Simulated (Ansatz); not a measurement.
## YAl3 under a change: isotropic strain −5.41 %

Consider YAl3 (space group P6_3/mmc, No. 194; a = 6.2080 Å, c = 4.5929 Å; a cell from a computed database, its experimental status unchecked).

Modification: an isotropic linear strain of −5.41 %; the atoms relax in the strained cell.

Method: PBEsol in Ansatz (plane waves to 420 eV, PAW, scalar-relativistic without spin-orbit coupling). Settings: 9×9×10 k-points, 0.05 eV Fermi–Dirac smearing.

The volume per atom falls by 2.94 Å³ to 16.22 Å³ and the space group stays P6_3/mmc (No. 194). The shortest interatomic distance drops by 0.089 Å to 2.665 Å and the energy rises by 143 meV/atom. The pressure (mean of the normal stresses, compression positive) goes from zero to 17.9 GPa and the band gap stays zero. The largest internal atomic displacement amounts to 0.040 Å.

Final structure:

```yaml
crystal:
  lattice:
    - [5.87213, 0.00000, 0.00000]
    - [-2.93606, 5.08541, 0.00000]
    - [0.00000, 0.00000, 4.34445]
  atoms:
    - { symbol: Y, position: [0.33333, 0.66667, 0.75000] }
    - { symbol: Y, position: [0.66667, 0.33333, 0.25000] }
    - { symbol: Al, position: [0.15183, 0.30365, 0.25000] }
    - { symbol: Al, position: [0.84817, 0.69635, 0.75000] }
    - { symbol: Al, position: [0.84817, 0.15183, 0.75000] }
    - { symbol: Al, position: [0.15183, 0.84817, 0.25000] }
    - { symbol: Al, position: [0.69635, 0.84817, 0.25000] }
    - { symbol: Al, position: [0.30365, 0.15183, 0.75000] }
```

Stability against distortions was not tested. The final runs are not spin-polarised.

Ansatz is a quantum-chemistry and plane-wave program.
